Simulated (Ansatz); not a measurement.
KS: S → Ir

Consider KS (space group P-62m, No. 189; a = 8.4562 Å, c = 5.7180 Å; a cell from a computed database, its experimental status unchecked).

One thing is altered: every S is replaced by Ir; the structure is relaxed again.

The values are results of PBEsol in Ansatz (plane waves to 420 eV, PAW, no SOC), not measurements. Settings: 8×8×8 k-points, 0.05 eV Fermi–Dirac smearing, for the changed cell.

| quantity | base | changed | shift |
|---|---|---|---|
| volume per atom | 29.51 Å³ | 30.44 Å³ | +0.93 Å³ |
| density | 2.00 g/cm³ | 6.31 g/cm³ | +4.31 g/cm³ |
| space group | P-62m (No. 189) | P6_3/mmc (No. 194) | – |
| shortest interatomic distance | 2.123 Å | 2.349 Å | +0.226 Å |
| band gap | 1.38 eV | zero | – |

Final structure:

```yaml
crystal:
  lattice:
    - [5.47093, 0.00000, 0.00000]
    - [-2.73546, 4.73796, 0.00000]
    - [0.00000, 0.00000, 4.69734]
  atoms:
    - { symbol: K, position: [0.33333, 0.66667, 0.25000] }
    - { symbol: K, position: [0.66667, 0.33333, 0.75000] }
    - { symbol: Ir, position: [0.00000, 0.00000, 0.00000] }
    - { symbol: Ir, position: [0.00000, 0.00000, 0.50000] }
```

Stability against distortions was not tested. As relaxed here, KIr is a hypothetical phase, not in the database extracts checked. The final runs are not spin-polarised. KIr has a high density of states at the Fermi level and may be magnetic at this level.

Ansatz is a quantum-chemistry and plane-wave program.
